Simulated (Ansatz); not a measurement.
## Convergence series on Nb3PbS6 (P6_3/mcm, 20 atoms in the cell)

```
Nb3PbS6
1.0
    5.86467     0.00000     0.00000
   -2.93234     5.07895     0.00000
    0.00000     0.00000    14.87637
Nb Pb S
6 2 12
Direct
  0.00000   0.00000   0.25000
  0.00000   0.00000   0.75000
  0.66667   0.33333   0.75000
  0.33333   0.66667   0.25000
  0.66667   0.33333   0.25000
  0.33333   0.66667   0.75000
  0.00000   0.00000   0.50000
  0.00000   0.00000   0.00000
  0.00000   0.66398   0.64566
  0.00000   0.33602   0.35434
  0.33602   0.00000   0.14566
  0.66398   0.00000   0.85434
  0.33602   0.33602   0.64566
  0.66398   0.66398   0.35434
  0.00000   0.33602   0.14566
  0.00000   0.66398   0.85434
  0.66398   0.00000   0.64566
  0.33602   0.00000   0.35434
  0.66398   0.66398   0.14566
  0.33602   0.33602   0.85434
```

Level of theory: LDA (PW92), default PAW files made with PBE (plane waves; Ansatz, a first-principles code).

The starting cell comes from a database of computed structures (which also holds hypothetical and non-ambient phases and stackings), without a prior relaxation at this level. Spin polarisation is off. In the base run, with a pressure of about -6 GPa the cell is away from its equilibrium volume at this level. Ansatz's pressure includes its estimate of the finite-basis (Pulay) stress.

Held fixed: kpoints.mp_grid.grid = 4 4 2; hamiltonian.xc = lda; hamiltonian.pseudopotentials = {kind: paw} (the program's default PAW files); scf.occupations.method = gaussian; scf.occupations.width = 0.05 eV.

ΔF is the free energy per atom less that of the last row (840 eV).

The first pressure column holds Ansatz's estimate of the finite-basis (Pulay) stress, which hides part of the cutoff error; the other is without it.

| basis.ecutwfc | ΔF (meV/atom) | pressure (GPa) | largest force (eV/Å) | pressure at a fixed set of plane waves (GPa) | plane waves | iterations |
|---|---|---|---|---|---|---|
| 170 eV | 4065.1 | -9.41 | 0.965 | -116.72 | 2239 | 9 |
| 210 eV | 1065.5 | -6.13 | 0.524 | -44.05 | 3041 | 8 |
| 250 eV | 233.9 | -5.39 | 0.438 | -16.89 | 4005 | 7 |
| 295 eV | 34.5 | -6.09 | 0.524 | -8.24 | 5051 | 7 |
| 335 eV | 6.0 | -6.13 | 0.537 | -6.54 | 6171 | 7 |
| 380 eV | 1.21 | -6.13 | 0.537 | -6.19 | 7451 | 7 |
| 420 eV | 0.65 | -6.14 | 0.537 | -6.15 | 8629 | 7 |
| 485 eV | 0.39 | -6.14 | 0.537 | -6.14 | 10769 | 7 |
| 545 eV | 0.21 | -6.14 | 0.537 | -6.14 | 12849 | 7 |
| 630 eV | 0.07 | -6.14 | 0.537 | -6.14 | 15829 | 7 |
| 735 eV | 0.02 | -6.14 | 0.537 | -6.14 | 20015 | 7 |
| 840 eV | 0.00 | -6.14 | 0.537 | -6.14 | 24491 | 7 |

Pressure within 0.5 GPa of the last row: from basis.ecutwfc = 295 eV on; the one before it is off by 0.75 GPa. The value it settles on is -6.1 GPa at this level of theory and with the other settings as held.

Largest force within 0.01 eV/Å of the last row: from basis.ecutwfc = 335 eV on; the one before it is off by 0.013 eV/Å. The value it settles on is 0.537 eV/Å at this level of theory and with the other settings as held.

Keys are those of Ansatz 0.2.
